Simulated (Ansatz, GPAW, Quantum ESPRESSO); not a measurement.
## LaTl3 (Pm-3m, 4 atoms in the cell) computed with different codes at matched settings

Self-consistent single point.

```xyz
4
Lattice="4.9188 0.0000 0.0000 0.0000 4.9188 0.0000 0.0000 0.0000 4.9188" Properties=species:S:1:pos:R:3 pbc="T T T"
La     0.0000     0.0000     0.0000
Tl     0.0000     2.4594     2.4594
Tl     2.4594     0.0000     2.4594
Tl     2.4594     2.4594     0.0000
```

All programs got the same cell, k-point mesh and kind of occupations (in Ansatz's words: kpoints.mp_grid.grid = 9 9 9; scf.occupations.method = fermi_dirac; scf.occupations.width = 0.136 eV); potentials, basis and cutoffs are each program's usual ones.

| code | model | pressure (GPa) | cutoff |
|---|---|---|---|
| GPAW | LDA (Perdew-Wang 92), GPAW PAW datasets LDA (gpaw-data 1.0.1) | -5.23 | 850 eV |
| Quantum ESPRESSO | LDA (PZ), GBRV 1.5 ultrasoft (LDA) pseudopotentials | -6.14 | 40 Ry |
| Ansatz | LDA (PW92), PAW files made with PBE | -4.98 | 420 eV |

The spread over the programs that give each value: pressure within 1.16 GPa.

The starting cell comes from a database of computed structures (which also holds hypothetical and non-ambient phases and stackings), without a prior relaxation at this level. Its lattice was rescaled by a random factor within 2.5 % of one. On Ansatz's run: Spin-orbit coupling is off. In the base run, with a pressure of about -5 GPa the cell is away from its equilibrium volume at this level.

**Question.** Why do the programs differ, and what cannot be compared?

**Answer.** Differences of this kind can come from the potentials, where these differ, and from what each basis and cutoff leave unconverged. The zero of total energies and Fermi levels follows the potentials and each program's conventions, so they are not compared here. Ansatz's pressure is given at a fixed set of plane waves, as the other plane-wave codes print theirs. The same LDA comes in different parametrisations, which differ slightly.

Left out of this page: ABINIT (with a known weakness of the program); Elk and FLEUR (not drawn, or without a comparable value).

Ansatz is a quantum-chemistry and plane-wave program.

Keys are those of Ansatz 0.2.
